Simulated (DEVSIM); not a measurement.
**Schottky contact on n-type Si**

Structure: Schottky contact on n-type Si, at 350 K.

| layer (left to right) | material | thickness (μm) | Nd (cm⁻³) | τn (s) | τp (s) |
|---|---|---|---|---|---|
| 1 | Si | 1.90 | 7.4e15 | 0.00018 | 0.00018 |

Left contact: Schottky, work function 4.83 eV, emission velocity 2.1e6 cm/s. Right contact: ohmic. Voltage is applied to the left contact. Recombination: SRH at mid-gap, Auger. Gap narrowing is on: ΔEg = 6.92 meV × (l + √(l² + 0.5)), l = ln(N/1.3e17 cm⁻³), shared equally by both band edges. Mobility is μmin + (μ − μmin)/(1 + (N/Nref)^α).

The device is made up for the run: typed textbook-type constants, with dimensions and the other settings drawn at random. Values at 300 K; Nc and Nv go as T^1.5, mobilities as T to minus their exponent, the gap by Varshni's rule with the affinity fixed.

| parameter | Si |
|---|---|
| gap (eV) | 1.124 |
| affinity (eV) | 4.05 |
| permittivity | 11.7 |
| Nc (cm⁻³) | 2.86e19 |
| Nv (cm⁻³) | 3.1e19 |
| μn (cm²/Vs) | 1417 |
| μp (cm²/Vs) | 470 |
| μn,min | 52 |
| μp,min | 45 |
| Nref,n | 9.7e16 |
| Nref,p | 2.2e17 |
| αn | 0.68 |
| αp | 0.72 |
| T exponent of μn | 2.3 |
| T exponent of μp | 2.2 |
| Cn (cm⁶/s) | 2.8e-31 |
| Cp (cm⁶/s) | 9.9e-32 |
| Varshni α (eV/K) | 0.000473 |
| Varshni β (K) | 636 |

DEVSIM, 1D drift-diffusion, Boltzmann statistics, complete ionisation; no tunnelling, impact ionisation, image-force lowering or self-heating. Metal contacts follow the ideal Schottky-Mott rule: no Fermi-level pinning, no interface dipoles.

The potential step across the device at zero bias comes out as 0.524 V and the largest field in the device at zero bias is 34000 V/cm. The dark forward voltage at 1 A/cm² comes out as 0.291 V and the dark forward voltage at 100 A/cm² is 0.452 V.

Dark forward current:

(V (V), J (A/cm²)): (0.05, 0.00028); (0.10, 0.0018); (0.20, 0.050); (0.25, 0.26); (0.30, 1.3); (0.40, 29); (0.45, 97); (0.50, 230); (0.55, 410); (0.65, 850); (0.70, 1100); (0.75, 1400); (0.85, 1900); (0.90, 2200)

Dark reverse current:

```json
[
 {"V (V)": "-0.20", "J (A/cm²)": "-6.8e-5"},
 {"V (V)": "-0.50", "J (A/cm²)": "-6.8e-5"},
 {"V (V)": "-1.00", "J (A/cm²)": "-6.9e-5"},
 {"V (V)": "-1.50", "J (A/cm²)": "-7.0e-5"},
 {"V (V)": "-2.00", "J (A/cm²)": "-7.0e-5"},
 {"V (V)": "-3.00", "J (A/cm²)": "-7.0e-5"},
 {"V (V)": "-4.00", "J (A/cm²)": "-7.0e-5"},
 {"V (V)": "-5.00", "J (A/cm²)": "-7.1e-5"},
 {"V (V)": "-6.50", "J (A/cm²)": "-7.1e-5"},
 {"V (V)": "-8.00", "J (A/cm²)": "-7.1e-5"},
 {"V (V)": "-10.00", "J (A/cm²)": "-7.1e-5"}
]
```
